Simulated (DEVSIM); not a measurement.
System: illuminated Si n-on-p cell, one wavelength, at 300 K.

```csv
layer (left to right),material,thickness (μm),Nd (cm⁻³),Na (cm⁻³),τn (s),τp (s),absorption coefficient (cm⁻¹)
1,Si,0.0640,6e18,-,3.3e-5,0.00034,1400
2,Si,39.0,-,6.5e16,0.00053,0.00053,1400
```

Left contact: ohmic, minority hole recombination velocity 10000 cm/s. Right contact: ohmic, minority electron recombination velocity 10 cm/s. Voltage is applied to the left contact. Recombination: SRH at mid-gap, radiative, Auger. Gap narrowing is on: ΔEg = 6.92 meV × (l + √(l² + 0.5)), l = ln(N/1.3e17 cm⁻³), shared equally by both band edges. Light enters at the left, 7.5e17 photons cm⁻² s⁻¹, one pass, no reflection. Mobility is μmin + (μ − μmin)/(1 + (N/Nref)^α).

The device is made up for the run: typed textbook-type constants, with dimensions and the other settings drawn at random. Values at 300 K.

```tsv
parameter	Si
gap (eV)	1.124
affinity (eV)	4.05
permittivity	11.7
Nc (cm⁻³)	2.86e19
Nv (cm⁻³)	3.1e19
μn (cm²/Vs)	1417
μp (cm²/Vs)	470
μn,min	52
μp,min	45
Nref,n	9.7e16
Nref,p	2.2e17
αn	0.68
αp	0.72
B (cm³/s)	4.7e-15
Cn (cm⁶/s)	2.8e-31
Cp (cm⁶/s)	9.9e-32
```

DEVSIM, 1D drift-diffusion, Boltzmann statistics, complete ionisation; no tunnelling, impact ionisation, image-force lowering or self-heating.

### Question
Give the small-signal capacitance in reverse bias (quasi-static).

### Answer

| V (V) | C (nF/cm²) |
|---|---|
| 0.04 | 77.9 |
| 0.1 | 75.3 |
| 0.2 | 71.6 |
| 0.3 | 68.3 |
| 0.4 | 65.5 |
| 0.6 | 60.8 |
| 0.8 | 56.9 |
| 1 | 53.7 |
| 1.3 | 49.8 |
| 1.6 | 46.7 |
| 2 | 43.3 |
